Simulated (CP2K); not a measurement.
CP2K run on Mg₃Zn (P-6m2, 4 atoms in the cell): self-consistent single point.

Method: LDA (Pade form), GPW, DZVP-MOLOPT-SR-GTH basis, GTH-PADE potentials (GTH_POTENTIALS) (CP2K 2026.2).

The change in words: lattice scaled by 0.98. Reference geometry:
```
CELL_PARAMETERS angstrom
      3.10135     0.00000     0.00000
     -1.55068     2.68585     0.00000
      0.00000     0.00000     9.69360
ATOMIC_POSITIONS crystal
  Mg 0.00000 0.00000 0.00000
  Mg 0.66667 0.33333 0.73091
  Mg 0.66667 0.33333 0.26909
  Zn 0.00000 0.00000 0.50000
```

Reference input (self-consistent single point, DFT LDA (Pade form), GPW, DZVP-MOLOPT-SR-GTH basis, GTH-PADE potentials (GTH_POTENTIALS)): CUTOFF = 1000 Ry; REL_CUTOFF = 50 Ry; SMEAR/METHOD = GAUSSIAN; SIGMA = 0.1 eV; KPOINTS/SCHEME = MONKHORST-PACK 8 8 3; GAMMA_CENTERED = T; XC_FUNCTIONAL = PADE; Mg/BASIS_SET = DZVP-MOLOPT-SR-GTH; Mg/POTENTIAL = GTH-PADE-q10; Zn/BASIS_SET = DZVP-MOLOPT-SR-GTH; Zn/POTENTIAL = GTH-PADE-q12; METHOD = GPW. This run's input differs from it in these lines:

```diff
@@ -64,5 +64,5 @@
     &CELL
-      A 3.10135000 0.00000000 0.00000000
-      B -1.55067500 2.68584800 0.00000000
-      C 0.00000000 0.00000000 9.69360000
+      A 3.03932300 0.00000000 0.00000000
+      B -1.51966200 2.63213100 0.00000000
+      C 0.00000000 0.00000000 9.49972800
       PERIODIC XYZ
```

The program printed (abridged):

```
 SCF WAVEFUNCTION OPTIMIZATION

  Step     Update method      Time    Convergence         Total energy    Change
     1 NoMix/Diag. 0.30E+00      -     1.21250891      -250.5781814838 -2.51E+02
     2 Broy./Diag. 0.30E+00      -     0.03406437      -250.8188539911 -2.41E-01
     3 Broy./Diag. 0.30E+00      -     0.03186579      -250.4092948149  4.10E-01
     4 Broy./Diag. 0.30E+00      -     0.01794442      -250.0733526233  3.36E-01
     5 Broy./Diag. 0.30E+00      -     0.00380332      -249.9378146148  1.36E-01
     6 Broy./Diag. 0.30E+00      -     0.00439117      -249.9355190163  2.30E-03
   [... 7 lines left out ...]
    14 Broy./Diag. 0.30E+00      -     0.00000955      -249.9286698730 -1.34E-05
    15 Broy./Diag. 0.30E+00      -     0.00000232      -249.9286818382 -1.20E-05
    16 Broy./Diag. 0.30E+00      -     0.00000126      -249.9286805867  1.25E-06
    17 Broy./Diag. 0.30E+00      -     0.00000040      -249.9286782743  2.31E-06
  *** SCF run converged in    17 steps ***

  Overlap energy of the core charge distribution:               0.00000000000013
  Self energy of the core charge distribution:               -480.82887710270217
  Core Hamiltonian energy:                                    146.99729622027638
  Hartree energy:                                             117.78768104682766
  Exchange-correlation energy:                                -33.88428951329499
  Smearing free energy correction:                             -0.00048892558554
  Fermi energy:                                                 0.21857839724420

  Total energy:                                              -249.92867827428097
  Total energy (extrapolated to sigma->0):                   -249.92843381148819

   [... lines left out ...]

 STRESS| Analytical stress tensor [bar]
 STRESS|                        x                   y                   z
 STRESS|      x        2.07999600356E+04  -4.22688868285E-01   3.12339540973E-07
 STRESS|      y       -4.22688868285E-01   2.07997125294E+04  -1.26549429957E-03
 STRESS|      z        3.12339540973E-07  -1.26549429957E-03   2.04116630302E+04
 STRESS| 1/3 Trace                                             2.06704451984E+04
```

The run converged in 17 iterations. Against the reference run the free energy rises by 4.2 meV/atom, the pressure goes from -0.79 to 2.07 GPa and the largest force goes from 0.297 to 0.236 eV/Å.

The starting cell comes from a database of computed structures (which also holds hypothetical and non-ambient phases and stackings), without a prior relaxation at this level. For this run, on top of that: lattice scaled by 0.98. Values carry the incompleteness of an atom-centred basis.

Cost on one core of a shared machine: roughly 40 s.
